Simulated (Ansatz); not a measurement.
Take InPd in the CsCl type structure (space group Pm-3m, No. 221; a = 3.248 Å; relaxed with 0.1 eV smearing) as the base. Axes: x, y, z lie along the cube axes.

All numbers come from PBEsol (Ansatz, an electronic-structure program, PAW, spin-orbit coupling left out).

One thing is altered: uniaxial strain ε_zz = +1.50 %, all other strain components held at zero, atoms relaxed at fixed cell.

Question: What does the calculation give for the stress and energy relative to the base after the change?

Answer: The stress (xx, yy, zz, yz, xz, xy; compression positive) amounts to (-1.8, -1.8, -2.2, 0.0, 0.0, 0.0) GPa; the energy increases by 1.8 meV/atom.

No phonon test of stability was made. The final runs are not spin-polarised.
